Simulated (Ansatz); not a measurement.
A self-consistent single point of NaF (Fm-3m, 2 atoms in the cell) with Ansatz (a quantum-chemistry and plane-wave program).

Level of theory: PBE (plane waves, PAW; Ansatz).

The change in words: lattice scaled by 0.98. Reference geometry:
```
CELL_PARAMETERS angstrom
      0.00000     2.26738     2.26738
      2.26738     0.00000     2.26738
      2.26738     2.26738     0.00000
ATOMIC_POSITIONS crystal
  Na 0.00000 0.00000 0.00000
  F  0.50000 0.50000 0.50000
```

Reference input (self-consistent single point, DFT, PBE, plane waves, default PAW files): kpoints.mp_grid.grid = 10 10 10; hamiltonian.xc = pbe; hamiltonian.pseudopotentials = {kind: paw} (the program's default PAW files); scf.occupations.method = fixed. This run's input differs from it in these lines:

```diff
@@ -3,5 +3,5 @@
   lattice:
-    - [0.000000, 2.267379, 2.267379]
-    - [2.267379, 0.000000, 2.267379]
-    - [2.267379, 2.267379, 0.000000]
+    - [0.000000, 2.222031, 2.222031]
+    - [2.222031, 0.000000, 2.222031]
+    - [2.222031, 2.222031, 0.000000]
   atoms:
```

Output, abridged:

```
SCF iter   1: F=—  HF=-2297.312029 eV  |F-HF|=—  |Δ(HF+E_count)|=         —  Δρ=6.55e-4  dr2=3.47e-5  ethr=1.77e-3  ⟨swp⟩=4.7  Hψ=2762  notcnv=0  defer=88
all-band conjugate gradients solve this SCF's bands
preconditioner: auto → none
SCF iter   2: F=—  HF=-2297.311654 eV  |F-HF|=—  |Δ(HF+E_count)|=   3.75e-4  Δρ=9.46e-4  dr2=1.14e-4  ethr=2.17e-7  ⟨swp⟩=3.0  Hψ=1543  notcnv=0  defer=92
SCF iter   3: F=—  HF=-2297.311639 eV  |F-HF|=—  |Δ(HF+E_count)|=   1.55e-5  Δρ=3.10e-4  dr2=1.04e-5  ethr=2.17e-7  ⟨swp⟩=2.0  Hψ=811  notcnv=0  defer=92
SCF iter   4: F=—  HF=-2297.311657 eV  |F-HF|=—  |Δ(HF+E_count)|=   1.87e-5  Δρ=7.06e-5  dr2=4.93e-7  ethr=6.47e-8  ⟨swp⟩=2.0  Hψ=705  notcnv=0  defer=93
SCF iter   5: F=—  HF=-2297.311659 eV  |F-HF|=—  |Δ(HF+E_count)|=   2.09e-6  Δρ=3.83e-5  dr2=2.15e-7  ethr=3.08e-9  ⟨swp⟩=2.0  Hψ=893  notcnv=0  defer=94
SCF iter   6: F=-2297.311659 eV  HF=-2297.311659 eV  |F-HF|=4.65e-8  |Δ(HF+E_count)|=   4.80e-8  Δρ=1.88e-5  dr2=5.25e-8  ethr=6.25e-10  ⟨swp⟩=7.0  Hψ=2379  notcnv=0
SCF 1 converged in 6 iterations: F = -2297.311659 eV  dr2 = 5.25e-8
Free energy (F): -2297.311659 eV
Internal energy: -2297.311659 eV  (E = F + TS)
E sigma→0 (E₀):  -2297.311659 eV
Fermi energy:    2.038876 eV
--- Forces (eV/Å), atoms counted from 1 ---
  atom   1  Na    -0.00000000     0.00000000     0.00000000
  atom   2  F      0.00000000    -0.00000000    -0.00000000
--- Stress (GPa, compression-positive) ---
       11.097379       0.000000       0.000000
       -0.000000      11.097379      -0.000000
        0.000000       0.000000      11.097379
  P = ⅓ Tr σ = 11.0974 GPa (110.974 kbar)
  The stress holds the Pulay correction. Without it, at fixed plane waves, as pw.x and ABINIT print it: P = 10.5749 GPa
```

The run converged in 6 iterations. Against the reference run the free energy rises by 36.5 meV/atom, the pressure goes from 6.19 to 11.10 GPa and the gap on the mesh goes from 6.682 to 7.054 eV.

The starting cell comes from a database of computed structures (which also holds hypothetical and non-ambient phases and stackings), without a prior relaxation at this level. Its lattice was rescaled by a random factor within 2.5 % of one. For this run, on top of that: lattice scaled by 0.98. With a pressure of about 11 GPa the cell is away from its equilibrium volume at this level. Ansatz's pressure includes its estimate of the finite-basis (Pulay) stress. Without the estimate this run gives 10.57 GPa.

Keys are those of Ansatz 0.2.
